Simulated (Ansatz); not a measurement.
## Computed paths: Zr-vacancy pair in fcc Al, neutral cell

System: Zr-vacancy pair (Zr on one host Al site, one Al site vacant) in fcc Al (neutral cell). These are PBE, PAW (plane waves to 420 eV; Ansatz, a first-principles code) values and carry that method's errors.

Cell of 32 host sites held at the relaxed PBE lattice; a 3×3×3 k-point mesh shifted by half a step; Fermi-Dirac width 0.10 eV, spin-restricted; finite-size errors left in. Static, classical nuclei. Forms of the defect that were not tried may lie lower.

Barriers: single points on a 5×5×5 k-point mesh shifted by half a step at the bands' geometries (they differ from the bands' own by up to 0.08 eV, and are uncertain by about as much).

| Route | Start site over the lowest site run (eV) | Hop (Å) | Forward barrier (eV) | Backward barrier (eV) | Neighbours at the start | Neighbours at the saddle | Saddle order | Forward, on the band's own sampling (eV) |
|---|---|---|---|---|---|---|---|---|
| Zr and the vacancy change places (Zr-vacancy distance between ideal sites 2.86 Å throughout) | 0.00 | 2.73 | 1.00 | 1.00 | 4 Al at 2.88, 2 Al at 2.89, 4 Al at 2.91, Al at 2.93 Å | 4 Al at 2.77, 4 Al at 3.11 Å | first order | 1.08 |

Paths come from nudged elastic bands with a climbing image.  

The whole set of runs took roughly 0.8 core-hours.
